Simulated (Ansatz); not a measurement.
The starting structures come from a database of crystals and need not be the phases stable at ambient conditions.

 Where the default PAW files enter, the runs use the earlier of Ansatz's two default sets.

Given:

```xyz
10
Lattice="5.3790 0.0000 0.0000 -2.6895 4.6584 0.0000 2.6895 1.5528 4.7649" Properties=species:S:1:pos:R:3 pbc="T T T"
Zn     0.0000     3.1056     0.4592
Zn     5.3790     3.1056     4.3057
Sn     2.6895     4.6584     2.1436
Sn     2.6895     1.5528     2.6213
O      1.9092     2.9788     1.2179
O      3.4699     3.2324     3.5470
O     -0.8448     4.8224     1.2179
O      6.2238     1.3888     3.5470
O      4.3146     1.5156     1.2179
O      1.0644     4.6956     3.5470
```

Space group of this cell: R-3. The cell is taken as given; by PBEsol its mean pressure is -7.0 GPa.

Calculation: PBEsol (plane waves, PAW; Ansatz, a program for electronic structure).

The current runs along the normal of the first two printed vectors; no spin-orbit coupling. Scaled by the factor s: all lengths (ions clamped). The meshes follow the cell: 8×8×8 and 12×12 across at s = 0.98, 8×8×8 and 12×12 across at s = 1.00, 8×8×8 and 6×6 across at s = 1.02.

```json
[
 {"s": "0.98", "mean pressure (GPa)": "3.7", "slowest mid-gap decay constant κ (1/Å)": "?"},
 {"s": "1.00", "mean pressure (GPa)": "-7.0", "slowest mid-gap decay constant κ (1/Å)": "0.129"},
 {"s": "1.02", "mean pressure (GPa)": "-14.7", "slowest mid-gap decay constant κ (1/Å)": "0.097"}
]
```

Question: Take the slope of the slowest mid-gap decay constant κ against ln s from the two given rows, extrapolate to s = 0.98, and say what the run there gives.

Answer: Slope = (0.097 − 0.129) / ln 1.02 = -1.62 1/Å. The line gives 0.129 + (-1.62) × ln 0.98 = 0.162 1/Å. The run gives 0.162 1/Å, as the line does.
